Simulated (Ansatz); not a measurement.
Start from GaP in the zinc blende structure (space group F-43m, No. 216; a = 5.506 Å).

(Cell as relaxed with PBE.)

Levels (all Ansatz, a first-principles code, PAW): PBE (420 eV, no spin-orbit coupling); PBEsol (420 eV, spin-orbit coupling left out).

Each level relaxes its own structure.

| base | PBE | PBEsol |
|---|---|---|
| volume per atom | 20.87 Å³ | 20.11 Å³ |
| lattice parameter a | 5.506 Å | 5.438 Å |
| band gap | 1.58 eV | 1.45 eV |

Now apply this change: Al replaces 75.0 % of the P, ordered in a cell of 8 atoms (starting symmetry P-43m) and fully relaxed.

| quantity | PBE | PBEsol |
|---|---|---|
| deviation of the volume from the linear (Vegard-type) interpolation | 0.0 % | … |
| shortest interatomic distance | 2.344 Å | … |

Problem. What does PBEsol give?

Solution. 
- deviation of the volume from the linear (Vegard-type) interpolation, PBEsol: 0.0 %
- shortest interatomic distance, PBEsol: 2.311 Å

PBE's shortest interatomic distance lies 0.0325 Å above PBEsol's (1.4 %); the two agree on the deviation of the volume from the linear. Neither level is exact; PBEsol is the comparison here, not a measurement.

These are small ordered cells, not random alloys; other orderings at the same x differ. Whether these cells are dynamically stable was not tested. All final runs are without spin polarisation.
